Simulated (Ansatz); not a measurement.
The reference is YN in the rock salt structure (space group Fm-3m, No. 225).

```yaml
crystal:
  lattice:
    - [0.00000, 2.42806, 2.42806]
    - [2.42806, 0.00000, 2.42806]
    - [2.42806, 2.42806, 0.00000]
  atoms:
    - { symbol: Y, position: [0.50000, 0.50000, 0.50000] }
    - { symbol: N, position: [0.00000, 0.00000, 0.00000] }
```

The values are results of PBEsol (Ansatz, a quantum-chemistry and plane-wave program; PAW; 420 eV plane waves; spin-orbit coupling left out), not measurements.

Before the change:

- Band gap = 0.08 eV
- Smallest direct gap = 0.45 eV
- Width of the top valence band = 2.32 eV

Modification: every lattice vector is stretched by 2.20 %; the atoms relax in the strained cell.

What does the calculation give for the band gap, electron mass, smallest direct gap and width of the top valence band after the change?

The band gap goes up by 0.11 eV, from 0.08 eV to 0.19 eV; the electron mass is 1.3 mₑ along k, 0.11 mₑ across (at X); the smallest direct gap rises by 0.164 eV, from 0.45 eV to 0.62 eV; the width of the top valence band falls by 0.176 eV to 2.15 eV.

Masses are band curvatures over ±0.01 Å⁻¹ around the edge. Along k means along the line from Γ to the band edge. Whether these cells are dynamically stable was not tested. The base started in Pnma and relaxed to Fm-3m at this level. The zero or small gap of YN can change with the level of theory.
